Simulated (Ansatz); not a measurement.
# What uniaxial strain ε_zz = −2.40 % does to ZnS

Take ZnS in the wurtzite structure (space group P6_3mc, No. 186; a = 3.738 Å, c = 6.143 Å) as the base. Axes: x lies along a and z along c of the hexagonal cell.

It is then changed as follows: uniaxial strain ε_zz = −2.40 %, all other strain components held at zero, atoms relaxed at fixed cell.

All numbers come from LDA in Ansatz (plane waves to 420 eV, PAW, spin-orbit coupling left out). k-mesh 10×10×6 (Γ-centred); smearing 0.05 eV (Fermi–Dirac).

```tsv
quantity	base	changed	shift
volume per atom	18.59 Å³	18.14 Å³	-0.45 Å³
shortest interatomic distance	2.293 Å	2.271 Å	-0.0227 Å
energy relative to the base (free energy F)	0 meV/atom	+5.6 meV/atom	+5.6 meV/atom
pressure (mean of the normal stresses, compression positive)	0.00 GPa	2.27 GPa	+2.27 GPa
band gap	2.19 eV	2.36 eV	+0.165 eV
gap character	direct at Γ	direct at Γ	–
width of the top valence band	2.37 eV	2.42 eV	+0.05 eV
electron mass	0.15 mₑ along c, 0.18 mₑ across (at Γ)	0.17 mₑ along z, 0.18 mₑ across (at Γ)	–
valence-band top at Γ (three highest levels, from the VBM)	0.00, 0.00, -0.10 eV	0.00, -0.02, -0.02 eV	–
largest internal atomic displacement	–	0.015 Å	–
stress (xx, yy, zz, yz, xz, xy; compression positive)	–	(1.36, 1.36, 4.09, 0.00, 0.00, 0.00) GPa	–
```

Final structure:

```
ZnS
1.0
    3.73826     0.00000     0.00000
   -1.86913     3.23743     0.00000
    0.00000     0.00000     5.99545
Zn S
2 2
Direct
  0.33333   0.66667   0.99815
  0.66667   0.33333   0.49815
  0.33333   0.66667   0.37685
  0.66667   0.33333   0.87685
```

Effective masses come from finite differences of ±0.01 Å⁻¹. Whether these cells are dynamically stable was not tested.

Ansatz is a quantum-chemistry and plane-wave program.
